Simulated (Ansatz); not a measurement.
The reference is WGe2 (space group Fm-3m, No. 225; a = 6.049 Å; a hypothetical phase, not in the database extracts checked).

It is then changed as follows: every Ge is replaced by Zn; the structure is relaxed again.

Levels (all Ansatz, a first-principles code, PAW, earlier PAW set): PBEsol (420 eV, scalar-relativistic without spin-orbit coupling); PBEsol+SOC (420 eV, noncollinear with spin-orbit coupling).

The geometry is relaxed with PBEsol.

| Property | Result |
|---|---|
| PBEsol pressure | 0.0 GPa |

Task: Predict the pressure from PBEsol+SOC.

Result: The pressure goes from zero to 0.3 GPa.

Single points use the geometry relaxed with PBEsol. The spin-orbit shifts are approximate. Whether these cells are dynamically stable was not tested. As relaxed here, Zn2W is a hypothetical phase, not in the database extracts checked. The runs without spin-orbit coupling are not spin-polarised. Zn2W and WGe2 have a high density of states at the Fermi level and may be magnetic at this level.
